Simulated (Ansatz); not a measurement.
**How the smallest direct gap on the k points sampled of C (model structure, P6₂22, No. 180, 3 atoms in the cell) moves with the method**

No measured value is used here.

```
level (code)          value (eV)
--------------------  ----------
LDA (Ansatz)                4.52
PBEsol (Ansatz)             4.52
r²SCAN (Ansatz)             4.93
HSE06 (Ansatz)              5.92
PBE0 (Ansatz)               6.64
G0W0@PBEsol (Ansatz)        6.01
```

At these levels the smallest gap is indirect and lower: LDA 1.83, PBEsol 1.77, r²SCAN 2.20, HSE06 2.89, PBE0 3.60, G0W0@PBEsol 3.06 eV. Computed values are for a static lattice.  Values are at the PBEsol cell. Cutoffs and k meshes differ between the levels. Ansatz's density-functional and Hartree–Fock values are scalar-relativistic unless marked +SOC, with PAW data made under PBE.

A model structure was made by putting elements into a prototype or built by hand; it is no filed structure, need not be a known phase, and can be a saddle point held by its symmetry.

Ansatz is a quantum-chemistry and plane-wave program.
